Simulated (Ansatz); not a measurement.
# What 3 layers does to MoSe2

Take MoSe₂ in the 2H-MoS2 type structure (space group P6_3/mmc, No. 194; a = 3.2771 Å, c = 12.7318 Å; layered, stacked along the Cartesian z axis) as the base.

Now apply this change: a free-standing slab of 3 layers (9 atoms, 3 a layer) is cut normal to the stacking axis, with 15 Å of vacuum and the in-plane cell relaxed.

Level of theory: Kohn–Sham DFT with the PBE-D3(BJ) functional, run in Ansatz (a program for electronic structure) with PAW and 420 eV plane waves, no spin-orbit coupling. k-mesh 12×12×1 (Γ-centred); smearing 0.05 eV (Fermi–Dirac), for the changed cell.

- Layer's space group (with vacuum) = P-6m2 (No. 187)
- Shortest interatomic distance = 2.527 Å (base 2.526 Å)
- Band gap = 0.92 eV (base 0.74 eV)
- Gap character = indirect, Γ → K–Γ (45 % along)
- Hole mass (in plane) = 0.93 mₑ (at Γ)
- Valence-band top at Γ (three highest levels, from the VBM) = 0.00, -0.23, -0.92 eV (base 0.00, -0.68, -1.19 eV)
- Excess energy per area of both faces (slab less bulk energy over the cell's area: twice a surface energy) = 0.59 J/m²
- Thickness between the outermost nuclei = 16.10 Å
- In-plane lattice parameter a = 3.279 Å (base 3.277 Å)

Final structure:

```xyz
9
Lattice="3.2788 0.0000 0.0000 1.6394 2.8395 0.0000 0.0000 0.0000 31.0798" Properties=species:S:1:pos:R:3 pbc="T T T"
Se     1.6394     0.9465     7.4922
Mo     3.2788     1.8930     9.1674
Se     1.6394     0.9465    10.8422
Se     3.2788     1.8930    13.8664
Mo     1.6394     0.9465    15.5399
Se     3.2788     1.8930    17.2133
Se     1.6394     0.9465    20.2376
Mo     3.2788     1.8930    21.9124
Se     1.6394     0.9465    23.5876
```

Slab and bulk use different k-meshes, which limits the precision of the excess energy. Masses are band curvatures over ±0.01 Å⁻¹ around the edge. Whether these cells are dynamically stable was not tested. Labels are those of the standard path for the cell's own space group.
